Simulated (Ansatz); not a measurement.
## One base run on Os2LuSi2 (I4/mmm, 5 atoms in the cell) and variants with one or two settings moved

```
CELL_PARAMETERS angstrom
     -2.05985     2.05985     4.78670
      2.05985    -2.05985     4.78670
      2.05985     2.05985    -4.78670
ATOMIC_POSITIONS crystal
  Os 0.75000 0.25000 0.50000
  Os 0.25000 0.75000 0.50000
  Lu 0.00000 0.00000 0.00000
  Si 0.37500 0.37500 0.00000
  Si 0.62500 0.62500 0.00000
```

Base run A: Ansatz (a quantum-chemistry and plane-wave program) with r2SCAN, default PAW files made with PBE, self-consistent single point.

Its settings: basis.ecutwfc = 500 eV; kpoints.mp_grid.grid = 8 8 8; hamiltonian.xc = r2scan; hamiltonian.pseudopotentials = {kind: paw} (the program's default PAW files); scf.occupations.method = cold; scf.occupations.width = 0.1 eV.

The starting cell comes from a database of published, mostly measured structures (it also holds non-ambient and calculated ones), without a prior relaxation at this level. Spin polarisation is off. Ansatz's pressure includes its estimate of the finite-basis (Pulay) stress.

ΔF is the free energy per atom less that of run A. 

Runs:
- B: crystal.symmetry.detect: default → false
- C: scf.occupations.width: 0.1 eV → 0.01 eV
- D: kpoints.mp_grid.grid: 8 8 8 → 9 9 9
- E: 2 x 2 x 1 supercell at the zone centre alone; kpoints.mp_grid.grid: 8 8 8 → 1 1 1
- F: scf.mixing.preconditioner: default (the program chose Kerker) → kerker; scf.mixing.q_tf: default → 0.5
- G: scf.algorithm: default → direct_min
- H: scf.mixing.algorithm: default (the program chose MSR1) → broyden; scf.mixing.ndim: default → 4

```tsv
run	ΔF (meV/atom)	pressure (GPa)	largest force (eV/Å)	k-points	valence electrons
A	0.00	-0.37	0.382	59	65
B	0.00	-0.37	0.382	260	65
C	-0.07	-0.35	0.398	59	65
D	-0.13	-0.39	0.346	75	65
E	94.5	2.50	0.259	1	260
F	0.00	-0.37	0.382	59	65
G	0.00	-0.37	0.382	59	65
H	0.00	-0.37	0.382	59	65
```

Run D against A: The free energy is nearly the same (within 1 meV/atom), the pressure hardly changes (-0.37 to -0.39 GPa) and the largest force goes from 0.382 to 0.346 eV/Å.

Run E against A: The free energy goes up by 94.5 meV/atom, the pressure goes from -0.37 to 2.50 GPa and the largest force goes from 0.382 to 0.259 eV/Å.

Keys are those of Ansatz 0.2.
